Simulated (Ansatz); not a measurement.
The reference is Cs in the bcc (W type) structure (space group Im-3m, No. 229; relaxed with 0.1 eV smearing).

```cif
data_Cs
_chemical_formula_sum 'Cs1'
_space_group_name_H-M_alt 'P 1'
_space_group_IT_number 1
_cell_length_a 5.20236
_cell_length_b 5.20236
_cell_length_c 5.20236
_cell_angle_alpha 109.471
_cell_angle_beta 109.471
_cell_angle_gamma 109.471
loop_
_space_group_symop_operation_xyz
  'x, y, z'
loop_
_atom_site_label
_atom_site_type_symbol
_atom_site_fract_x
_atom_site_fract_y
_atom_site_fract_z
_atom_site_occupancy
Cs1 Cs 0.00000 0.00000 0.00000 1
```

All numbers come from PBEsol (Ansatz, a first-principles code, PAW, without spin-orbit coupling).

For the base:

Pressure: 0.0 GPa

One thing is altered: every lattice vector is shortened by 1.50 %; the atoms relax in the strained cell.

Estimate the effect on the energy relative to the base.

The energy grows by 1.5 meV/atom.

What happens to the pressure?

The pressure stays essentially unchanged (0.0 GPa against 0.1 GPa).

Stability against distortions was not tested. The final runs are not spin-polarised.
